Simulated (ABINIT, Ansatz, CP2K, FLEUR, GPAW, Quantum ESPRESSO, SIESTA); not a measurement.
## Code comparison for SnO₂ (P4_2/mnm, 6 atoms in the cell)

Self-consistent single point.

```
CELL_PARAMETERS angstrom
      4.87775     0.00000     0.00000
      0.00000     4.87775     0.00000
      0.00000     0.00000     3.28352
ATOMIC_POSITIONS crystal
  Sn 0.50000 0.50000 0.50000
  Sn 0.00000 0.00000 0.00000
  O  0.19403 0.80597 0.50000
  O  0.80597 0.19403 0.50000
  O  0.69403 0.69403 0.00000
  O  0.30597 0.30597 0.00000
```

Shared settings, as Ansatz (a program for electronic structure) writes them: kpoints.mp_grid.grid = 7 7 10; scf.occupations.method = fixed. Potentials and cutoffs stand in the table.

| code | model | pressure (GPa) | largest force (eV/Å) | gap on the mesh (eV) | cutoff |
|---|---|---|---|---|---|
| CP2K | LDA (Pade form), GPW, DZVP-MOLOPT-SR-GTH basis, GTH-PADE potentials (GTH_POTENTIALS) | -16.45 | 0.402 | 0.044 | grid 450 Ry |
| Quantum ESPRESSO | LDA (PZ), GBRV 1.5 ultrasoft (LDA) pseudopotentials | -15.45 | 0.281 | 0.157 | 40 Ry |
| GPAW | LDA (Perdew-Wang 92), GPAW PAW datasets LDA (gpaw-data 1.0.1) | – | 0.313 | 0.167 | 950 eV |
| SIESTA | LDA PW92, numerical atomic orbitals TZP, PseudoDojo LDA standard norm-conserving potentials (rewritten from UPF to PSML) | -13.59 | 0.366 | 0.066 | grid 350 Ry |
| FLEUR | LDA (Perdew-Zunger), all-electron FLAPW (FLEUR), scalar-relativistic valence | – | 0.324 | 0.116 | Kmax 4.5 1/bohr |
| ABINIT | LDA (PW92), PAW (JTH v2.0 LDA PAW) | -16.91 | 0.298 | 0.136 | 653 eV |
| Ansatz | LDA (PW92), PAW files made with PBE | -16.74 | 0.293 | 0.145 | 420 eV |

A dash marks a value that a program does not give, or that is left out as unsure.

Gaps are read on the mesh.

The spread over the programs that give each value: pressure within 3.32 GPa; largest force within 0.121 eV/Å; gap on the mesh within 0.123 eV.

CP2K and SIESTA use small atom-centred bases, whose incompleteness enters pressures, forces and empty levels differently from a plane-wave cutoff. FLEUR treats all electrons, but the usual bases taken here (sphere radii, linearisation, local orbitals, empty states) were not tested for convergence, so the values are no reference for the others. Ansatz's pressure is given at a fixed set of plane waves, as the other plane-wave codes print theirs; with its correction for the finite basis it is -16.22 GPa (the shift of 0.52 GPa shows how far the cutoff is from converged). The pressure of GPAW is left out: its cutoff lies under the one at which its stress was checked. The same LDA comes in different parametrisations, which differ slightly. In the pressure, Quantum ESPRESSO (by 1.29) and SIESTA (by 3.15) lie more than 1 GPa from the median of the plane-wave programs. In the force vectors, CP2K (by 0.107) lies more than 0.08 eV/Å from the median of the plane-wave programs.

The starting cell comes from a database of computed structures (which also holds hypothetical and non-ambient phases and stackings), without a prior relaxation at this level. Its lattice was rescaled by a random factor within 2.5 % of one.

Keys are those of Ansatz 0.2.
